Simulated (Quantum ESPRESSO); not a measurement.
A self-consistent single point of Br (Cmce, 4 atoms in the cell) with Quantum ESPRESSO.

Method of the run: LDA (PW92), PseudoDojo standard norm-conserving (LDA) pseudopotentials (plane waves; Quantum ESPRESSO).

```
CELL_PARAMETERS angstrom
      2.24022    -3.33533     0.00000
      2.24022     3.33533     0.00000
      0.00000     0.00000     8.72087
ATOMIC_POSITIONS crystal
  Br 0.86100 0.86100 0.88900
  Br 0.63900 0.63900 0.38900
  Br 0.36100 0.36100 0.61100
  Br 0.13900 0.13900 0.11100
```

Reference input (self-consistent single point, DFT, PBE, plane waves, PseudoDojo standard norm-conserving (PBE) pseudopotentials): ecutwfc = 50 Ry; occupations = smearing; smearing = fermi-dirac; degauss = 0.000734986 Ry; potentials = {Br: Br.upf}; K_POINTS = automatic 5 5 2 0 0 0; conv_thr = 1e-08 Ry; mixing_beta = 0.4. This run's input differs from it in these lines:

```diff
@@ -12,3 +12,3 @@
     ntyp = 1,
-    ecutwfc = 50,
+    ecutwfc = 45,
     occupations = 'smearing',
```

Its files differ too (potentials: PseudoDojo standard norm-conserving (LDA)).

Output, abridged:

```
     Self-consistent Calculation

     iteration #  1     ecut=    45.00 Ry     beta= 0.40

     Threshold (ethr) on eigenvalues was too large:
     Diagonalizing with lowered threshold

     total energy              =    -126.23745201 Ry
     estimated scf accuracy    <       0.07933474 Ry

     iteration #  2     ecut=    45.00 Ry     beta= 0.40

     total energy              =    -126.23116494 Ry
     estimated scf accuracy    <       0.01832662 Ry

     iteration #  3     ecut=    45.00 Ry     beta= 0.40

     total energy              =    -126.23307282 Ry
     estimated scf accuracy    <       0.00027933 Ry

   [... 3 blocks of this kind left out ...]

     iteration #  7     ecut=    45.00 Ry     beta= 0.40

     total energy              =    -126.23312414 Ry
     estimated scf accuracy    <       0.00000004 Ry

     iteration #  8     ecut=    45.00 Ry     beta= 0.40
     End of self-consistent calculation

     the Fermi energy is     2.2751 ev

!    total energy              =    -126.23312414 Ry
     estimated scf accuracy    <          4.0E-09 Ry
     smearing contrib. (-TS)   =       0.00000000 Ry
     internal energy E=F+TS    =    -126.23312414 Ry

     convergence has been achieved in   8 iterations

     Forces acting on atoms (cartesian axes, Ry/au):

     atom    1 type  1   force =    -0.00819605    0.00000000   -0.02139119
     atom    2 type  1   force =     0.00819605   -0.00000000   -0.02139119
     atom    3 type  1   force =    -0.00819605   -0.00000000    0.02139119
     atom    4 type  1   force =     0.00819605    0.00000000    0.02139119

     Total force =     0.045815     Total SCF correction =     0.000138

          total   stress  (Ry/bohr**3)                   (kbar)     P=      -14.56
  -0.00014168   0.00000000   0.00000000          -20.84        0.00        0.00
   0.00000000  -0.00006350   0.00000000            0.00       -9.34        0.00
   0.00000000   0.00000000  -0.00009175            0.00        0.00      -13.50

   JOB DONE.
```

The run converged in 8 iterations. Against the reference run the pressure goes from 1.90 to -1.46 GPa, the largest force goes from 0.748 to 0.589 eV/Å and the gap on the mesh goes from 1.763 to 1.635 eV. The full log also holds: “c_bands:  1 eigenvalues not converged”.

The starting cell has typed, rounded lattice constants, without a prior relaxation at this level. Its lattice was rescaled by a random factor within 2.5 % of one.
